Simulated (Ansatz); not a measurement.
Consider the following.

End structure of a constructed model of the (111) surface of fcc Pd, a layer of Au in place of the second plane (bottom of the slab: a bare face, its two planes held):

```
CELL_PARAMETERS angstrom
      2.78861     0.00000     0.00000
     -1.39431     2.41501     0.00000
      0.00000     0.00000    27.50000
ATOMIC_POSITIONS crystal
  Pd 0.33333 0.66667 0.29366
  Pd 0.66667 0.33333 0.37646
  Pd 0.00000 0.00000 0.45894
  Pd 0.33333 0.66667 0.54184
  Au 0.66667 0.33333 0.62891
  Pd 0.00000 0.00000 0.71543
```

Set-up: 6 atoms, 11.3 Å thick at the start; mesh 15x15x1; 0.1 eV smearing; dipole correction on; 2 atoms held, the rest relaxed; start symmetry kept, larger cells not searched; no spin, no spin-orbit, no U. It is one candidate, not shown to be the stable structure of the face.

**Question.** Give the work function of the top face at the level PBE in Ansatz (an electronic-structure program).

**Answer.** 5.29 eV
